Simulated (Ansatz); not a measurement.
The (001) face of monoclinic ZrO2 can be cut between different planes. Symmetric, stoichiometric slabs relaxed in the 1x1 cell (27.2 Å²): top plane O, 0.66 Å over the next in the ideal cut; top plane Zr, 0.32 Å over the next in the ideal cut.

Calculation: PBE (plane waves to 420 eV, PAW; Ansatz, a quantum-chemistry and plane-wave program).

Problem. Rank these by surface energy (lowest first), as PBE gives it.

Solution. the cut with an outer spacing of 0.66 Å (1.25 J/m²), the cut with an outer spacing of 0.32 Å (1.97 J/m²; O ended outermost)
